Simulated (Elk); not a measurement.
## Input and output of a self-consistent single point for Ta (Im-3m, 1 atom in the cell) (Elk)

Level of theory: PBE, all-electron FP-LAPW, Elk's shipped species files, APW+lo basis with extra local orbitals run with Elk.

Input:

```
tasks
  0

xctype
  20

rgkmax
  8.0

gmaxvr
  16.0

nxlo
  2

lorbcnd
  .true.

rmtscf
  0.91

lmaxi
  2

stype
  3

swidth
  0.00367493

avec
   -3.1336383462    3.1336383462    3.1336383462
    3.1336383462   -3.1336383462    3.1336383462
    3.1336383462    3.1336383462   -3.1336383462

atoms
  1   : nspecies
  'Ta.in'   : spfname
  1   : natoms; atposl, bfcmt below
  0.0000000000  0.0000000000  0.0000000000    0.0 0.0 0.0

ngridk
  7 7 7
```

Output, abridged:

```
│ Elk code version 10.2.4 │

All units are atomic (Hartree, Bohr, etc.)

│ Ground-state run starting from atomic densities │

Lattice vectors :
  -3.133638346       3.133638346       3.133638346
   3.133638346      -3.133638346       3.133638346
   3.133638346       3.133638346      -3.133638346

Unit cell volume      :    123.0854196
Brillouin zone volume :    2.015268862

Muffin-tin inner radius fraction :   0.1000000000E-01

Nuclei treated as point charges

Species :    1 (Ta)
 parameters loaded from : Ta.in
 name : tantalum
 nuclear charge    :   -73.00000000
 electronic charge :    73.00000000
 atomic mass :    329847.8433
 muffin-tin radius :    2.548000000
 number of radial points in muffin-tin :    697
 atomic positions (lattice), magnetic fields (Cartesian) :
   1 :   0.00000000  0.00000000  0.00000000    0.00000000  0.00000000  0.00000000

Total number of atoms per unit cell :    1

Spin treatment :
 spin-unpolarised

Number of Bravais lattice symmetries :   48
Number of crystal symmetries         :   48
Crystal has inversion symmetry
Real symmetric eigensolver will be used

k-point grid :      7     7     7
k-point offset :    0.000000000       0.000000000       0.000000000
k-point set is reduced with full crystal symmetry group
Total number of k-points :       20

Muffin-tin radius times maximum |G+k| :    8.000000000
 using average radius
Maximum |G+k| for APW functions       :    3.139717425
Maximum (1/2)|G+k|²                   :    4.928912756
Maximum |G| for potential and density :    16.00000000
 potential will be trimmed for |G| > 2 gkmax
Constant for pseudocharge density :   10
Radial integration step length :    4

G-vector grid sizes :     28    28    28
Number of G-vectors :     8583

Maximum angular momentum used for
 APW functions                      :    8
 outer part of muffin-tin           :    6
 inner part of muffin-tin           :    2

Total nuclear charge    :   -73.00000000
Total core charge       :    46.00000000
Total valence charge    :    27.00000000
Total excess charge     :    0.000000000
Total electronic charge :    73.00000000

Effective Wigner radius, rₛ :   0.7383547055

Number of empty states         :    4
Total number of valence states :   18
Total number of core states    :   46

Conduction state local-orbitals added automatically
Total number of local-orbitals :   96

Exchange-correlation functional :     20     0     0
 Perdew-Burke-Ernzerhof, Phys. Rev. Lett. 77, 3865 (1996)
 gradient requirement :    1
 generalised gradient approximation (GGA)

Smearing type :    3
 Fermi-Dirac
Smearing width :   0.3674930000E-02
Effective electronic temperature (K) :    1160.451112

Mixing type :    3
 Broyden mixing, J. Phys. A: Math. Gen. 17, L317 (1984)

Kohn-Sham potential initialised from atomic data

│ Self-consistent loop started │
│ Loop number : 1 │
 total energy                :     -15625.2024689
│ Loop number : 2 │
 total energy                :     -15625.4222691
RMS change in Kohn-Sham potential (target) :   0.1550571111     (  0.1000000000E-05)
Absolute change in total energy (target)   :   0.2198001465     (  0.1000000000E-03)
│ Loop number : 3 │
 total energy                :     -15625.6406591
RMS change in Kohn-Sham potential (target) :   0.1486184278     (  0.1000000000E-05)
Absolute change in total energy (target)   :   0.2733400850     (  0.1000000000E-03)
│ Loop number : 4 │
 total energy                :     -15625.8203187
RMS change in Kohn-Sham potential (target) :   0.1188202777     (  0.1000000000E-05)
Absolute change in total energy (target)   :   0.2479946092     (  0.1000000000E-03)
│ Loop number : 5 │
 total energy                :     -15626.0899634
RMS change in Kohn-Sham potential (target) :   0.5251511774E-01 (  0.1000000000E-05)
Absolute change in total energy (target)   :   0.3316433233     (  0.1000000000E-03)
│ Loop number : 6 │
 total energy                :     -15626.2258575
RMS change in Kohn-Sham potential (target) :   0.1582752357E-01 (  0.1000000000E-05)
Absolute change in total energy (target)   :   0.2188049521     (  0.1000000000E-03)
│ Loop number : 7 │
 total energy                :     -15626.2827971
RMS change in Kohn-Sham potential (target) :   0.3414226167E-03 (  0.1000000000E-05)
Absolute change in total energy (target)   :   0.1116408366     (  0.1000000000E-03)
│ Loop number : 8 │
 total energy                :     -15626.2549871
RMS change in Kohn-Sham potential (target) :   0.2040773145E-03 (  0.1000000000E-05)
Absolute change in total energy (target)   :   0.1001740638E-03 (  0.1000000000E-03)
│ Loop number : 9 │
 total energy                :     -15626.2385504
RMS change in Kohn-Sham potential (target) :   0.7539798165E-04 (  0.1000000000E-05)
Absolute change in total energy (target)   :   0.1641160278E-01 (  0.1000000000E-03)
│ Loop number : 10 │
 total energy                :     -15626.2316528
RMS change in Kohn-Sham potential (target) :   0.5646014770E-04 (  0.1000000000E-05)
Absolute change in total energy (target)   :   0.1100051648E-01 (  0.1000000000E-03)
│ Loop number : 11 │
 total energy                :     -15626.2338780
RMS change in Kohn-Sham potential (target) :   0.1534778967E-04 (  0.1000000000E-05)
Absolute change in total energy (target)   :   0.5248934685E-03 (  0.1000000000E-03)
│ Loop number : 12 │
 total energy                :     -15626.2344042
RMS change in Kohn-Sham potential (target) :   0.3775133815E-05 (  0.1000000000E-05)
Absolute change in total energy (target)   :   0.3949669081E-03 (  0.1000000000E-03)
│ Loop number : 13 │
 total energy                :     -15626.2343587
RMS change in Kohn-Sham potential (target) :   0.1412354713E-05 (  0.1000000000E-05)
Absolute change in total energy (target)   :   0.5321220488E-04 (  0.1000000000E-03)
│ Loop number : 14 │
 total energy                :     -15626.2343229
RMS change in Kohn-Sham potential (target) :   0.5655850623E-07 (  0.1000000000E-05)
Absolute change in total energy (target)   :   0.2245283758E-04 (  0.1000000000E-03)
Convergence targets achieved

│ Loop number : 15 │

Energies :
 Fermi                       :     0.436982753653
 sum of eigenvalues          :     -9553.90454943
 electron kinetic            :      17541.7848327
 core electron kinetic       :      16952.9905902
 Coulomb                     :     -32850.2847333
 Coulomb potential           :     -26680.1374014
 nuclear-nuclear             :     -1228.98304678
 electron-nuclear            :     -36562.4659717
 Hartree                     :      4941.16428515
 Madelung                    :     -19510.2160326
 xc potential                :     -415.551980713
 exchange                    :     -313.336159515
 correlation                 :     -4.39692281264
 electron entropic           :    -0.133589674625E-02
 total energy                :     -15626.2343189

Density of states at Fermi energy :    26.38277094
 (states/Hartree/unit cell)

Estimated indirect band gap :   0.6851778712E-02
 from k-point      3 to k-point     13
Estimated direct band gap   :   0.1910588152E-01
 at k-point     13

Charges :
 core                        :    46.00000000
 valence                     :    27.00000000
 interstitial                :    1.998795865
 muffin-tins (core leakage)
  species :    1 (Ta)
   atom    1                 :    71.00120413     (  0.1244622645E-05)
 total in muffin-tins        :    71.00120413
 total calculated charge     :    72.99707817
 total charge                :    73.00000000
 error                       :   0.2921825223E-02

│ Self-consistent loop stopped │
```

The run converged in 15 iterations. The count includes the last loop, which Elk runs after its targets are met.

The starting cell has typed, rounded lattice constants, without a prior relaxation at this level. Its lattice was rescaled by up to half a per cent. Spin-orbit coupling is off. Spin polarisation is off. Values depend on the basis (sphere radii, cutoffs, local orbitals), which need not be converged. The log's line on a gap gives a spacing of levels on this mesh, which the program prints for metals too.
